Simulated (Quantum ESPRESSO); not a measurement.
Pressure against volume in rock-salt CaO (space group 225) (Quantum ESPRESSO, PBE)

```
CELL_PARAMETERS angstrom
      0.00000     2.36224     2.36224
      2.36224     0.00000     2.36224
      2.36224     2.36224     0.00000
ATOMIC_POSITIONS crystal
  Ca 0.00000 0.00000 0.00000
  O  0.50000 0.50000 0.50000
```

Level of theory: PBE, PSlibrary PAW (PBE) pseudopotentials (plane waves; Quantum ESPRESSO 7.5). Settings: ecutwfc = 72 Ry; ecutrho = 432 Ry; occupations = smearing; smearing = fermi-dirac; degauss = 0.000734986 Ry; potentials = {Ca: Ca.pbe-spn-kjpaw_psl.1.0.0.UPF, O: O.pbe-n-kjpaw_psl.0.1.UPF}; K_POINTS = automatic 12 12 12 0 0 0; conv_thr = 1e-10 Ry; mixing_beta = 0.5. The cell above is the first row's. The rows scale it uniformly. In all rows fractional positions and the k mesh are held.

| V (Å^3/atom) | P (GPa) |
|---|---|
| 13.182 | 7.95 |
| 13.468 | 5.08 |
| 13.755 | 2.52 |
| 14.041 | 0.21 |
| 14.328 | -1.85 |
| 14.614 | -3.71 |
| 14.901 | -5.37 |
| 15.188 | -6.86 |
| 15.474 | ? |

Task: Using a cubic, estimate the missing P at V = 15.474 from the other rows, showing the fit.

Result: With u = V - 14.2, the rows have u = -1.0180, -0.7320, -0.4450, -0.1590, 0.1280, 0.4140, 0.7010, 0.9880. Least squares gives P = -0.963 - 7.1648·u + 1.3808·u² - 0.1746·u³. Residuals (row less fit): 0.004, -0.010, 0.006, -0.002, 0.008, -0.005, -0.003, 0.002; standard error 0.008 (degrees of freedom: 4). The fitted pressure is zero at V0 = 14.07, where dP/dV = -7.536, so B0 = -V0·dP/dV = 106 GPa. At the withheld row, u = 1.2740, so P = -0.963 - 7.1648 × 1.2740 + 1.3808 × 1.2740² - 0.1746 × 1.2740³ = -8.211 GPa. The calculation gives -8.20 GPa, 0.011 GPa above the prediction (0.1 % of the range of P in the table). The row lies outside the fitted rows, so this is an extrapolation. From the scatter of the fitted rows alone, a prediction at this place has a standard error of 0.021 GPa, so the miss is 0.5 times that.

Carrying the step between the two nearest rows on in a straight line would have given -8.34, off by 0.14; series whose last step already gives the withheld value aren't shown. The scan was laid around a cell of about the measured size, scaled by a guess for this functional. The runs keep the symmetry of the cell, so they don't test it for distortions. Cutoffs and mesh are single choices, not tested for convergence of this quantity. Series with a scatter that would blur these digits, or in which a gap closes, are not shown.
